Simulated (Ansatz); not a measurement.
Given:

```
CELL_PARAMETERS angstrom
      4.15248     0.00000     0.00000
      0.00000     4.15248     0.00000
      0.00000     0.00000     5.92281
ATOMIC_POSITIONS crystal
  As 0.50000 0.00000 0.26990
  As 0.00000 0.50000 0.73010
  In 0.00000 0.00000 0.00000
  Ga 0.50000 0.50000 0.50000
```

No spin polarisation.

Calculations: r2SCAN, PAW, 500 eV (Ansatz, a first-principles code; without spin-orbit coupling). Settings: 8×8×6 k-points, 0.05 eV Fermi–Dirac smearing.

**Question.** What gap character (in this cell's own zone, which can be folded) does the calculation give?

**Answer.** Direct at Γ.

**Question.** Predict the band gap.

**Answer.** 0.30 eV.

**Question.** Predict the valence-band top at Γ (three highest levels, from the VBM).

**Answer.** 0.00, 0.00, -0.17 eV.

Each cell is one ordered arrangement of few atoms, which overstates ordering effects compared with a random alloy. Whether these cells are dynamically stable was not tested. The cell was made from GaAs by this change: x(In) = 0.5, 4 atoms, P-4m2. A zero or small gap of InGaAs2 can be the functional's error rather than a property of the material.
